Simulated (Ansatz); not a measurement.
Rh: pressure 4.5 GPa

Start from Rh in the fcc (Cu type) structure (space group Fm-3m, No. 225; a = 3.830 Å).

Now apply this change: a hydrostatic pressure of 4.5 GPa.

Method: PBE in Ansatz (plane waves to 420 eV, PAW, spin-orbit coupling left out), earlier PAW set. Settings: 21×21×21 k-points, 0.05 eV Fermi–Dirac smearing.

The volume per atom drops by 0.234 Å³ to 13.81 Å³ and the shortest interatomic distance decreases by 0.015 Å to 2.693 Å. The enthalpy H = E + PV relative to the base's energy comes out as +0.39 eV/atom and the band gap is still zero.

Cost of the whole job for the changed cell (relaxation, final SCF and bands): around 10 core-seconds (rough).

Load acts through the strain it causes; cell and atoms are relaxed under it. Whether these cells are dynamically stable was not tested. The final runs are not spin-polarised.

Ansatz is a first-principles code.
